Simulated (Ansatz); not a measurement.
Mg interstitial in zinc-blende BN: one set of geometries, relaxed with PBE, evaluated in Ansatz (PAW, plane waves to 420 eV, 500 eV under r2SCAN) with PBE, r2SCAN.

Set-up: 64-site cell; 2×2×2 shifted k-points; start: void with 4N nearest; charged states image-corrected; corrections pass 1 eV, so highly charged states may be off by several tenths; relaxed from one start, so a lower configuration may exist.

```tsv
quantity	PBE	r2SCAN
host gap (eV)	4.46	(withheld)
ε(+2/+1) above the VBM (eV)	3.04	(withheld)
ε(+1/0) above the VBM (eV)	3.41	(withheld)
largest moment on one atom at charge +1 (μB)	0.19	(withheld)
neutral formation energy against hcp Mg (eV)	16.00	(withheld)
```

Problem. Given the lower rungs, what does r2SCAN give?

Solution. 
- host gap (eV), r2SCAN: 4.99
- ε(+2/+1) above the VBM (eV), r2SCAN: 3.30
- ε(+1/0) above the VBM (eV), r2SCAN: 3.81
- largest moment on one atom at charge +1 (μB), r2SCAN: 0.21
- neutral formation energy against hcp Mg (eV), r2SCAN: 16.03

Ansatz is a quantum-chemistry and plane-wave program.
